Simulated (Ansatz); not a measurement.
The reference is BN in the wurtzite structure (space group P6_3mc, No. 186; a = 2.523 Å, c = 4.175 Å).

Method: Ansatz (an electronic-structure program), LDA, PAW, cutoff 420 eV, no SOC.

For the base:

Electron mass: 0.30 mₑ along c, 0.50 mₑ across (at K)
Valence-band top at Γ: 0.00, 0.00, -0.29 eV
Pressure: 0.00 GPa

It is then changed as follows: the cell is scaled by 1.0300 in all directions, atoms relaxed at fixed cell.

Q: How does this affect the electron mass?

A: The electron mass goes from 0.30 mₑ along c, 0.50 mₑ across (at K) to 0.31 mₑ along c, 0.52 mₑ across (at K).

Q: Estimate the effect on the mean gap deformation potential ΔEg/Δln V.

A: The mean gap deformation potential ΔEg/Δln V amounts to +2.0 eV.

Q: How does this affect the valence-band top at Γ?

A: The valence-band top at Γ (three highest levels, from the VBM) becomes 0.00, 0.00, -0.21 eV (base: 0.00, 0.00, -0.29 eV).

Q: Estimate the effect on the energy relative to the base.

A: The energy grows by 54 meV/atom.

Q: What happens to the pressure?

A: The pressure (mean of the normal stresses, compression positive) goes from zero to -30.28 GPa.

The cells carry an imposed strain or load. Effective masses come from finite differences of ±0.01 Å⁻¹. Whether these cells are dynamically stable was not tested.
